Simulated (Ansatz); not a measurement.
# CuAu: pressure series

The parent structure is CuAu (space group P4/mmm, No. 123; a = 2.882 Å, c = 3.615 Å).

Cell and atoms are relaxed at each pressure.

All numbers come from PBE in Ansatz (plane waves to 420 eV, PAW, no spin-orbit coupling).

Notes on the quantities. enthalpy: H = E + PV relative to the base's energy.

```
variant            lattice parameter a  c/a ratio       enthalpy
-----------------  -------------------  ---------  -------------
base                           2.882 Å      1.254              –
pressure −2 GPa                2.893 Å      1.259  -0.19 eV/atom
pressure −1 GPa                2.887 Å      1.257  -0.09 eV/atom
pressure 0.9 GPa               2.875 Å      1.255  +0.08 eV/atom
pressure 2.1 GPa               2.870 Å      1.252  +0.20 eV/atom
pressure 4.5 GPa               2.858 Å      1.248  +0.42 eV/atom
pressure 9 GPa                 2.837 Å      1.243  +0.82 eV/atom
pressure 15 GPa                2.814 Å      1.237  +1.34 eV/atom
pressure 22.5 GPa              2.791 Å      1.228  +1.98 eV/atom
pressure 30 GPa                2.772 Å      1.219  +2.59 eV/atom
```

Load acts through the strain it causes; cell and atoms are relaxed under it. No phonon test of stability was made. Competing high-pressure phases were not computed. All final runs are without spin polarisation.

Ansatz is a first-principles code.
